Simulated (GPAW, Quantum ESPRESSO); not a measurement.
A GPAW input for a self-consistent single point of Sc2Co (I4/mcm, 6 atoms in the cell) (DFT PBEsol, plane waves, GPAW PAW datasets PBEsol (made by gpaw-setup)):

```python
from ase import Atoms
from ase.units import GPa
from gpaw import GPAW, PW, FermiDirac

atoms = Atoms(['Sc', 'Sc', 'Sc', 'Sc', 'Co', 'Co'],
              cell=[[-3.087074, 3.087074, 2.765171],
                    [3.087074, -3.087074, 2.765171],
                    [3.087074, 3.087074, -2.765171]],
              positions=[[1.985544, -1.101530, 2.765171],
                         [1.101530, 4.188604, -0.000000],
                         [1.101530, 1.985544, 2.765171],
                         [1.985544, 1.101530, 0.000000],
                         [-0.000000, 0.000000, 4.147756],
                         [0.000000, 0.000000, 1.382586]],
              pbc=True)

calc = GPAW(mode=PW(850),
            xc='PBEsol',
            kpts=(5, 5, 5),
            occupations=FermiDirac(0.05),
            nbands=-10,
            convergence={'density': 1e-05},
            symmetry={'symmorphic': False, 'tolerance': 0.0005},
            maxiter=100)

atoms.calc = calc

energy = atoms.get_potential_energy()
print('Energy (eV):', round(energy, 6))
forces = atoms.get_forces()
print('Forces (eV/Ang):')
print(forces.round(5))
stress = atoms.get_stress()
print('Stress (GPa, Voigt):', (stress / GPa).round(4))
```

**Question.** Translate this input to Quantum ESPRESSO.

**Answer.** One input that does it (others would too):

```fortran
&CONTROL
   calculation = 'scf',
   prefix = 'run',
   outdir = './out',
   pseudo_dir = './',
   tprnfor = .true.,
   tstress = .true.,
/
&SYSTEM
   ibrav = 0,
   nat = 6,
   ntyp = 2,
   ecutwfc = 55,
   ecutrho = 440,
   occupations = 'smearing',
   smearing = 'fd',
   degauss = 0.0036749,
   input_dft = 'pbesol',
/
&ELECTRONS
   conv_thr = 1.0e-11,
   mixing_beta = 0.4,
/
ATOMIC_SPECIES
Sc    44.9559  Sc.pbe-spn-rrkjus_psl.1.0.0.UPF
Co    58.9332  Co.pbe-n-rrkjus_psl.1.0.0.UPF
CELL_PARAMETERS {angstrom}
  -3.0870740000     3.0870740000     2.7651710000
   3.0870740000    -3.0870740000     2.7651710000
   3.0870740000     3.0870740000    -2.7651710000
ATOMIC_POSITIONS {angstrom}
Sc    1.9855442553   -1.1015297447    2.7651710000
Sc    1.1015297447    4.1886037447    0.0000000000
Sc    1.1015297447    1.9855442553    2.7651710000
Sc    1.9855442553    1.1015297447    0.0000000000
Co    0.0000000000    0.0000000000    4.1477565000
Co    0.0000000000    0.0000000000    1.3825855000
K_POINTS {automatic}
5 5 5  0 0 0
```

Basis settings and potentials, where a program has them, do not carry over. This input uses DFT, PBEsol, plane waves, PSlibrary ultrasoft (PBE) pseudopotentials.

The starting cell comes from a database of computed structures (which also holds hypothetical and non-ambient phases and stackings), without a prior relaxation at this level. Its lattice was rescaled by a random factor within 2.5 % of one. For this run, on top of that: lattice scaled by 0.98.
